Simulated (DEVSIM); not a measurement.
System: abrupt In0.53Ga0.47As n-p junction, at 300 K.

```csv
layer (left to right),material,thickness (μm),Nd (cm⁻³),Na (cm⁻³),τn (s),τp (s)
1,In0.53Ga0.47As,0.290,5.1e16,-,3.1e-8,3.1e-8
2,In0.53Ga0.47As,0.520,-,5.8e14,3.1e-8,3.1e-8
```

Left contact: ohmic. Right contact: ohmic. Voltage is applied to the left contact. Recombination: SRH at mid-gap, radiative. Mobility is μmin + (μ − μmin)/(1 + (N/Nref)^α).

This is a model device: material constants are rounded textbook-type values typed into the input, and sizes, dopings and lifetimes were drawn at random. Values at 300 K.

```
parameter      In0.53Ga0.47As
-------------  --------------
gap (eV)                 0.74
affinity (eV)            4.51
permittivity             13.9
Nc (cm⁻³)              2.1e17
Nv (cm⁻³)              7.7e18
μn (cm²/Vs)             12000
μp (cm²/Vs)               300
μn,min                    300
μp,min                     10
Nref,n                 1.3e17
Nref,p                 4.9e17
αn                       0.48
αp                        0.4
B (cm³/s)             9.6e-11
```

Model (solved in DEVSIM): 1D drift-diffusion, Boltzmann statistics, complete ionisation; no tunnelling, impact ionisation, image-force lowering or self-heating.

### Question
Tabulate band edges, carrier densities and field at zero bias.

### Answer
Energies count from the Fermi level of the right contact; mesh points crowd at the junctions.

```csv
x (μm),Ec (eV),Ev (eV),n (cm⁻³),p (cm⁻³),field (V/cm)
0.000,0.037,-0.703,5.1e16,1.2e7,≈ 0
0.01170,0.037,-0.703,5.1e16,1.2e7,≈ 0
0.03010,0.037,-0.703,5.1e16,1.2e7,≈ 0
0.05395,0.037,-0.703,5.1e16,1.2e7,≈ 0
0.09989,0.037,-0.703,5.1e16,1.2e7,≈ 0
0.1564,0.037,-0.703,5.1e16,1.2e7,25
0.2032,0.037,-0.703,5.0e16,1.2e7,260
0.2469,0.041,-0.699,4.3e16,1.4e7,2300
0.2676,0.049,-0.691,3.1e16,1.9e7,5900
0.2824,0.061,-0.679,2.0e16,3.0e7,11000
0.2931,0.075,-0.665,1.2e16,5.1e7,13000
0.3132,0.099,-0.641,4.5e15,1.3e8,11000
0.3355,0.123,-0.617,1.8e15,3.3e8,10000
0.3716,0.158,-0.582,4.6e14,1.3e9,9500
0.4384,0.219,-0.521,4.4e13,1.4e10,8800
0.5262,0.293,-0.447,2.5e12,2.4e11,8100
0.6153,0.363,-0.377,1.7e11,3.5e12,7500
0.6837,0.412,-0.328,2.5e10,2.4e13,6900
0.7455,0.453,-0.287,5.1e9,1.2e14,6500
0.7736,0.472,-0.268,2.5e9,2.4e14,6400
0.7931,0.484,-0.256,1.6e9,3.8e14,6300
0.8100,0.495,-0.245,1.0e9,5.8e14,6300
```
